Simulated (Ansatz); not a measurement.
**SrTiO₃ under load (space group P4/mmm): band-edge transport data**

Consider the following.

```xyz
5
Lattice="3.8997 0.0000 0.0000 0.0000 3.8997 0.0000 0.0000 0.0000 3.8543" Properties=species:S:1:pos:R:3 pbc="T T T"
Sr     0.0000     0.0000     0.0000
Ti     1.9498     1.9498     1.9272
O      1.9498     0.0000     1.9272
O      0.0000     1.9498     1.9272
O      1.9498     1.9498     0.0000
```

Method: PBEsol, rigid bands (plane waves, PAW, scalar-relativistic; Ansatz, a program for electronic structure). Condition of this run: uniaxial stress zz = 3 GPa (compression positive) (the target of the relaxation). How the cell was made: cell and atoms relaxed with PBEsol, then loaded as said.

* **band gap**: 1.84 eV
* **electron conductivity mass (300 K, dilute)**: 0.55 (x), 0.55 (y), 0.81 (z) mₑ
* **hole conductivity mass (300 K, dilute)**: 1.99 (x), 1.99 (y), 1.41 (z) mₑ
* **effective density of states N_c (300 K)**: 4.8e19 cm⁻³
* **effective density of states N_v (300 K)**: 2.1e20 cm⁻³
* **density-of-states mass, electrons**: 1.55 mₑ
* **density-of-states mass, holes**: 4.2 mₑ
* **Seebeck coefficient, n-type 1e19 cm⁻³, 300 K**: -388 μV/K
* **Seebeck coefficient, p-type 1e19 cm⁻³, 300 K**: 504 μV/K

Rigid bands; masses and Seebeck coefficients take one relaxation time τ for all states and one kind of carrier; polarons and phonon drag are left out. Spin-orbit coupling is left out; where it splits the top of the valence band, N_v and the p-type Seebeck coefficient come out somewhat high without it.
